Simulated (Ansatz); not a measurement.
Cubic perovskite CsPbF3 was calculated with BLYP (PAW; Ansatz, an electronic-structure program).

Settings: plane-wave cutoff 520 eV, 8×8×8 k mesh, Fermi–Dirac smearing 0.01 eV, scalar-relativistic PAW data made under PBE.

Pressure at four volumes; x = ln(V/24.460 Å³). One pressure is withheld.

```tsv
V (Å³/atom)	x	P (GPa)
22.992	-0.0619	2.596
24.460	0.0000	0.000
25.438	0.0392	-1.290
25.928	0.0583	?
```

Question: Pass a parabola P(x) through the three rows shown, estimate the bulk modulus and its pressure derivative near zero pressure, and predict the withheld pressure.

Answer: Slopes between the rows: (0.000 − (2.596))/(0.0000 − (-0.0619)) = -41.94 and (-1.290 − (0.000))/(0.0392 − (0.0000)) = -32.91 GPa. Their difference over the span 0.1011 is c = 9.03/0.1011 = 89.3 GPa, so P(x) = 2.596 + (-41.94)(x − (-0.0619)) + 89.3 (x − (-0.0619))(x − (0.0000)). At the middle row B = −dP/dx = −[-41.94 + 89.3 × 0.0619] = 36.4 GPa, and B′ = dB/dP = 2c/B = 4.9. At x = 0.0583 the parabola gives -1.819 GPa; the run gives -1.831 GPa. The Birch–Murnaghan fit to the energies at all volumes has B0 = 36.1 GPa and B′ = 4.8.

Note: the cell is over a tenth larger than the published one: the level's own overestimate first of all, though another phase or state, or a fault of the published cell, is possible.

Spin–orbit coupling is not included; it can shift volumes and moduli of such heavy elements.
